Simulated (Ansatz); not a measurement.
What Sc on a Ca site does to Ca

Base system: a 12-atom supercell of Ca in the fcc (Cu type) structure (space group Fm-3m, No. 225; a = 5.5265 Å) at its relaxed geometry.

Now apply this change: one Ca atom is replaced by Sc, atoms relaxed at fixed cell, starting from a slightly rattled geometry.

Computed with PBE (Ansatz, a quantum-chemistry and plane-wave program, PAW, no spin-orbit coupling). Settings: 5×4×5 k-points, 0.05 eV Fermi–Dirac smearing.

```tsv
quantity	base	changed	shift
largest displacement of a host atom from its site in the perfect cell	–	0.09 Å	–
```

Final structure:

```yaml
crystal:
  lattice:
    - [0.00000, 5.52650, 5.52650]
    - [5.52650, -5.52650, 5.52650]
    - [5.52650, 5.52650, 0.00000]
  atoms:
    - { symbol: Sc, position: [0.00018, 0.99929, 0.99895] }
    - { symbol: Ca, position: [0.00007, 0.99936, 0.49909] }
    - { symbol: Ca, position: [0.16304, 0.32448, 0.16284] }
    - { symbol: Ca, position: [0.16299, 0.32429, 0.67276] }
    - { symbol: Ca, position: [0.33310, 0.65884, 0.33270] }
    - { symbol: Ca, position: [0.32659, 0.67427, 0.83593] }
    - { symbol: Ca, position: [0.49999, 0.99937, 0.99882] }
    - { symbol: Ca, position: [0.50005, 0.99929, 0.49890] }
    - { symbol: Ca, position: [0.67299, 0.32445, 0.16278] }
    - { symbol: Ca, position: [0.66623, 0.33980, 0.66612] }
    - { symbol: Ca, position: [0.83648, 0.67431, 0.32601] }
    - { symbol: Ca, position: [0.83644, 0.67422, 0.83597] }
```

The cell is small, so the values are those of an ordered compound at a high defect concentration; dilute-limit values will differ. All final runs are without spin polarisation. The defect cell is not spin-polarised.
